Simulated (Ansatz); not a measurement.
Base system: ZnSe in the zinc blende structure (space group F-43m, No. 216; a = 5.733 Å).

Calculations: DFT with PBE, PAW potentials and a 420 eV plane-wave cutoff in Ansatz (a quantum-chemistry and plane-wave program), scalar-relativistic without spin-orbit coupling.

For the base:

Hole mass: 0.094, 0.63, 0.63 mₑ (at Γ)

Perturbation: an isotropic linear strain of −3.00 %, atoms relaxed at fixed cell.

**Question.** What does the calculation give for the hole mass after the change?

**Answer.** The hole mass (degenerate bands, along [100]) becomes 0.11, 0.56, 0.56 mₑ (at Γ) (base: 0.094, 0.63, 0.63 mₑ (at Γ)).

**Question.** How does this affect the energy relative to the base?

**Answer.** The energy grows by 38 meV/atom.

The levels and masses belong to the bands next to the band gap. Effective masses come from finite differences of ±0.01 Å⁻¹. Stability against distortions was not tested.
